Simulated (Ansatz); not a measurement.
The parent structure is CdS in the zinc blende structure (space group F-43m, No. 216).

CdS is taken in the cubic space group F-43m (No. 216), the zinc blende structure, Pearson symbol cF8. Conventional cell: a = b = c = 5.8791 Å, α = β = γ = 90.00°. S on 4c is surrounded by 4 Cd at 2.546 Å (tetrahedral). Cd on 4a has 4 S at 2.546 Å (tetrahedral). (Neighbours: up to the widest gap in distance over summed covalent radii, below 1.35, at either atom; cation-cation and far metal-metal contacts left out.)
(The calculation used a cell of 2 atoms; values per cell refer to that cell.)

Computed with Kohn–Sham DFT with the r2SCAN functional, run in Ansatz (a first-principles code) with PAW and 500 eV plane waves, no spin-orbit coupling, earlier PAW set.

Before the change:

Band gap: 1.54 eV
Width of the top valence band: 2.16 eV

Perturbation: cell and atoms relaxed at a pressure of 100 GPa.

How does this affect the band gap and width of the top valence band?

The band gap increases by 0.776 eV, from 1.54 eV to 2.31 eV; the width of the top valence band increases by 2.424 eV (2.16 eV → 4.59 eV).

Load acts through the strain it causes; cell and atoms are relaxed under it. No phonon test of stability was made. Tetrahedral semiconductors of this kind turn to denser phases somewhere between about 1 and 50 GPa; those were not computed, so compressed cells here can lie past the real transition.
